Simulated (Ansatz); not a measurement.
## Effect of isotropic strain −1.50 % on CdGa2Se4

Take CdGa₂Se₄ (space group I-4, No. 82; a = 5.726 Å, c = 10.781 Å) as the base.

One thing is altered: the cell is scaled by 0.9850 in all directions; the atoms relax in the strained cell.

Computed with PBEsol, PAW, 420 eV (Ansatz, a program for electronic structure; scalar-relativistic without spin-orbit coupling). k-mesh 8×8×8 (Γ-centred); smearing 0.05 eV (Fermi–Dirac).

```tsv
quantity	base	changed	shift
space group	I-4 (No. 82)	I-4 (No. 82)	–
energy relative to the base (free energy F)	0 meV/atom	+6.2 meV/atom	+6.2 meV/atom
pressure (mean of the normal stresses, compression positive)	0.0 kbar	18.7 kbar	+18.64 kbar
band gap	1.37 eV	1.41 eV	+0.04 eV
gap character	direct at Γ	direct at Γ	–
mean gap deformation potential ΔEg/Δln V	–	-1.0 eV	–
width of the top valence band	0.88 eV	1.01 eV	+0.136 eV
electron mass	0.18 mₑ along c, 0.11 mₑ across (at Γ)	0.20 mₑ along c, 0.11 mₑ across (at Γ)	–
valence-band top at Γ (three highest levels, from the VBM)	0.00, 0.00, -0.19 eV	0.00, 0.00, -0.30 eV	–
valley order (the lowest conduction-band minima on the path, energy above the VBM, named in the base's zone)	Γ 1.37 eV; X (0, 0, 1/2) 2.09 eV; M (1/2, 1/2, 1/2) 2.43 eV	Γ 1.41 eV; X (0, 0, 1/2) 2.13 eV; M (1/2, 1/2, 1/2) 2.28 eV	–
largest internal atomic displacement	–	0.048 Å	–
```

Masses are band curvatures over ±0.01 Å⁻¹ around the edge. Stability against distortions was not tested.
